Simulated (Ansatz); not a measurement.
Relaxation of the outer planes of the (11-22) surface of hcp Ru in its 1x1 cell, outermost plane spacing 1.15 Å in the ideal cut.

These are PBE (plane waves to 420 eV, PAW; Ansatz, a quantum-chemistry and plane-wave program) values and carry that method's errors.

Model: 20-atom slab, 10.3 Å thick at the start (thin: gaps and levels are the slab's own), 8x8x1 mesh, Fermi-Dirac 0.1 eV, dipole correction, all atoms relaxed; start symmetry kept, larger cells not searched; no spin, no spin-orbit, no U.

| plane | atoms | bulk spacing to the next (Å) | relaxed spacing (Å) | change (%) | rumpling (Å) |
|---|---|---|---|---|---|
| 1 | 2 Ru | 1.149 | ? | ? | 0.00 |
| 2 | 2 Ru | 1.149 | 1.176 | 2.4 | 0.00 |

### Question
Some entries are withheld; supply them.

### Answer

- 1, relaxed spacing (Å): 0.985
- 1, change (%): -14.3
